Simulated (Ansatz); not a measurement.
## Au in the fcc (Cu type) structure (space group Fm-3m, No. 225)

```cif
data_Au4
_chemical_formula_sum 'Au4'
_space_group_name_H-M_alt 'Fm-3m'
_space_group_IT_number 225
_space_group_name_Hall '-F 4 2 3'
_cell_length_a 4.12408
_cell_length_b 4.12408
_cell_length_c 4.12408
_cell_angle_alpha 90.000
_cell_angle_beta 90.000
_cell_angle_gamma 90.000
loop_
_atom_site_label
_atom_site_type_symbol
_atom_site_symmetry_multiplicity
_atom_site_Wyckoff_symbol
_atom_site_fract_x
_atom_site_fract_y
_atom_site_fract_z
_atom_site_occupancy
Au1 Au 4 a 0.00000 0.00000 0.00000 1
```
(The calculation used a cell of 1 atom; values per cell refer to that cell.)

Level of theory: Kohn–Sham DFT with the r2SCAN functional, run in Ansatz (an electronic-structure program) with PAW and 500 eV plane waves, no spin-orbit coupling. k-mesh 19×19×19 (Γ-centred); smearing 0.05 eV (Fermi–Dirac).

* **Volume per atom**: 17.54 Å³
* **Density**: 18.65 g/cm³
* **Band gap**: zero
* **Total energy**: -13163.506 eV/atom (σ→0; compares only within this code and set-up)

Stability against distortions was not tested.
